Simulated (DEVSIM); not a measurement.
System: abrupt InP p-n junction, at 300 K.

| layer (left to right) | material | thickness (μm) | Nd (cm⁻³) | Na (cm⁻³) | τn (s) | τp (s) |
|---|---|---|---|---|---|---|
| 1 | InP | 2.40 | - | 1.7e16 | 2.2e-9 | 2.2e-9 |
| 2 | InP | 2.20 | 1.2e14 | - | 2.2e-9 | 2.2e-9 |

Left contact: ohmic. Right contact: ohmic. Voltage is applied to the left contact. Recombination: SRH at mid-gap, radiative, Auger. Mobility is constant in doping.

This is a model device: material constants are rounded textbook-type values typed into the input, and sizes, dopings and lifetimes were drawn at random. Values at 300 K.

```tsv
parameter	InP
gap (eV)	1.344
affinity (eV)	4.38
permittivity	12.5
Nc (cm⁻³)	5.7e17
Nv (cm⁻³)	1.1e19
μn (cm²/Vs)	5200
μp (cm²/Vs)	170
B (cm³/s)	1.2e-10
Cn (cm⁶/s)	9e-31
Cp (cm⁶/s)	9e-31
```

Simulated with DEVSIM: 1D drift-diffusion, Boltzmann statistics, complete ionisation; no tunnelling, impact ionisation, image-force lowering or self-heating.

### Question
Give the dark forward current.

### Answer

```csv
V (V),J (A/cm²)
0.05,1.7e-8
0.15,1.8e-7
0.25,1.4e-6
0.35,1.1e-5
0.40,3.3e-5
0.50,0.00027
0.60,0.0025
0.70,0.028
0.80,0.37
0.90,4.4
0.95,15
1.05,110
1.15,310
1.25,500
1.35,650
1.45,770
1.50,830
1.60,940
1.70,1000
1.80,1100
```
